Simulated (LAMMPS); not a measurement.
LAMMPS 22 Jul 2025, classical MD, Tersoff (SiC.tersoff): SiC, 1728 atoms.

| Quantity | Value |
|---|---|
| task | MD, nve |
| potential | Tersoff, SiC.tersoff |
| copies of the repeat unit | 6×6×6 |
| shape (slab and sphere leave vacuum in the box) | bulk |
| steps | 2000 |
| timestep | 1 fs |
| thermo | 50 |
| newton | on (default) |
| atom_modify sort (bins of 2 Å where set) | 1000 (default) |
| comm_style | brick (default) |
| box | 26.2 × 26.2 × 26.2 Å |
| start | generated zinc blende lattice, warmed in an untimed run |

All runs start from one configuration, warmed at this fixed volume for 1000 steps under a thermostat at 100 K. The run at a skin of 2 Å has a mean temperature of 98.0 K and a mean pressure of -5.3 GPa.

One run each, on a shared machine, so no times are given.

With neigh_modify every 1 delay 0 check yes, skins of 0.1, 0.3, 0.5, 1, 1.5, 2, 3 Å were run. Further schedules:
- skin 0.3 Å, every 100 delay 0 check no
- skin 1 Å, every 10 delay 0 check yes
- skin 2 Å, every 10 delay 0 check yes
- skin 2 Å, every 100 delay 0 check no
- skin 2 Å, every 20 delay 0 check no
- skin 0.3 Å, every 20 delay 0 check no
- skin 0.3 Å, every 1 delay 10 check yes

A schedule rebuilds too seldom if it shows a dangerous build, rebuilds less often than the check at every step does at that skin, or fails.

### Question
Name the settings that rebuild less often than the motion of the atoms asks.

### Answer
With the check at every step the rebuilds are 379 at 0.1 Å, 66 at 0.3 Å, 0 at 0.5 Å, 0 at 1 Å, 0 at 1.5 Å, 0 at 2 Å, 0 at 3 Å. Too seldom: skin 0.3 Å, every 100 delay 0 check no.

```json
[
 {"setting": "skin 0.1 Å, every 1 delay 0 check yes", "rebuilds": "379", "dangerous builds": "—", "list entries an atom": "12.8", "change of the total energy (meV/atom)": "under 0.001"},
 {"setting": "skin 0.3 Å, every 1 delay 0 check yes", "rebuilds": "66", "dangerous builds": "—", "list entries an atom": "16.0", "change of the total energy (meV/atom)": "under 0.001"},
 {"setting": "skin 0.5 Å, every 1 delay 0 check yes", "rebuilds": "0", "dangerous builds": "—", "list entries an atom": "16.0", "change of the total energy (meV/atom)": "under 0.001"},
 {"setting": "skin 1 Å, every 1 delay 0 check yes", "rebuilds": "0", "dangerous builds": "—", "list entries an atom": "28.0", "change of the total energy (meV/atom)": "under 0.001"},
 {"setting": "skin 1.5 Å, every 1 delay 0 check yes", "rebuilds": "0", "dangerous builds": "—", "list entries an atom": "34.0", "change of the total energy (meV/atom)": "under 0.001"},
 {"setting": "skin 2 Å, every 1 delay 0 check yes", "rebuilds": "0", "dangerous builds": "—", "list entries an atom": "46.0", "change of the total energy (meV/atom)": "under 0.001"},
 {"setting": "skin 3 Å, every 1 delay 0 check yes", "rebuilds": "0", "dangerous builds": "—", "list entries an atom": "86.0", "change of the total energy (meV/atom)": "under 0.001"},
 {"setting": "skin 0.3 Å, every 100 delay 0 check no", "rebuilds": "20", "dangerous builds": "not counted", "list entries an atom": "16.0", "change of the total energy (meV/atom)": "under 0.001"},
 {"setting": "skin 1 Å, every 10 delay 0 check yes", "rebuilds": "0", "dangerous builds": "0", "list entries an atom": "28.0", "change of the total energy (meV/atom)": "under 0.001"},
 {"setting": "skin 2 Å, every 10 delay 0 check yes", "rebuilds": "0", "dangerous builds": "0", "list entries an atom": "46.0", "change of the total energy (meV/atom)": "under 0.001"},
 {"setting": "skin 2 Å, every 100 delay 0 check no", "rebuilds": "20", "dangerous builds": "not counted", "list entries an atom": "46.0", "change of the total energy (meV/atom)": "under 0.001"},
 {"setting": "skin 2 Å, every 20 delay 0 check no", "rebuilds": "100", "dangerous builds": "not counted", "list entries an atom": "46.0", "change of the total energy (meV/atom)": "under 0.001"},
 {"setting": "skin 0.3 Å, every 20 delay 0 check no", "rebuilds": "100", "dangerous builds": "not counted", "list entries an atom": "16.0", "change of the total energy (meV/atom)": "under 0.001"},
 {"setting": "skin 0.3 Å, every 1 delay 10 check yes", "rebuilds": "66", "dangerous builds": "0", "list entries an atom": "16.0", "change of the total energy (meV/atom)": "under 0.001"}
]
```

Where the energy changes as in the checked runs, the late rebuilds cost nothing that shows in this run. List entries are as LAMMPS prints them (Ave neighs/atom).
